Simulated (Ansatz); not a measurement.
## Cubic perovskite CsPbCl3 (cubic high-temperature phase): band gap by level of theory

No measured value is used here.

| level (code) | value (eV) | cell (Å³/atom) |
|---|---|---|
| LDA+SOC (Ansatz) | 0.52 (direct) | 35.22 |
| PBE (Ansatz) | 1.93 | 35.22 |
| PBE-D3(BJ) (Ansatz) | 2.07 | 36.42 |
| r²SCAN+rVV10 (Ansatz) | 2.31 | 35.64 |
| r²SCANh (Ansatz) | 2.77 | 35.22 |
| Hartree–Fock (Ansatz) | 7.77 | 35.22 |
| G0W0@PBEsol (Ansatz) | 3.30 | 35.22 |

Computed values are for a static lattice. Levels without +SOC have no spin–orbit coupling; where heavier elements are present it shifts gaps, mostly down, and can invert bands.  PBE-D3(BJ), r²SCAN+rVV10: the gap is read on the k mesh or supercell of the run alone and can be too large. PBE-D3(BJ), r²SCAN+rVV10: the relaxation could not lower the start's symmetry, so the cell can be a saddle point above a distorted one. G0W0@PBEsol: filled d or f shells below the valence bands can shift G0W0 gaps through exchange with them, which wasn't tested here. Values are at the measured cell; PBE-D3(BJ) at the level's own relaxed cell; r²SCAN+rVV10 at the level's own relaxed cell. Cutoffs and k meshes differ between the levels. Ansatz's density-functional and Hartree–Fock values are scalar-relativistic unless marked +SOC, with PAW data made under PBE.

Ansatz is a program for electronic structure.
